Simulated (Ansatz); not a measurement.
```yaml
crystal:
  lattice:
    - [3.08878, 0.00000, 0.05158]
    - [-1.54439, 2.67496, -0.02579]
    - [0.08255, 0.00000, 4.94326]
  atoms:
    - { symbol: Al, position: [0.33137, 0.66655, 0.00006] }
    - { symbol: Al, position: [0.66481, 0.33345, 0.50006] }
    - { symbol: N, position: [0.33538, 0.66694, 0.38194] }
    - { symbol: N, position: [0.66844, 0.33306, 0.88194] }
```

No spin polarisation.

Calculations: plane-wave PAW DFT at the LDA level (Ansatz, an electronic-structure program, 420 eV), scalar-relativistic without spin-orbit coupling. Settings: 12×12×7 k-points, 0.05 eV Fermi–Dirac smearing.

Problem. Predict the stress, band gap and space group.

Solution. 
* **Stress (xx, yy, zz, yz, xz, xy; compression positive)**: (-0.17, 0.03, 0.17, 0.00, -3.86, 0.00) GPa
* **Band gap**: 4.36 eV
* **Space group**: Cc (No. 9)

The cells carry an imposed strain or load. No phonon test of stability was made. The cell was made from AlN in the wurtzite structure (space group P6_3mc, No. 186) by this change: tensor shear ε_xz = +1.67 %.
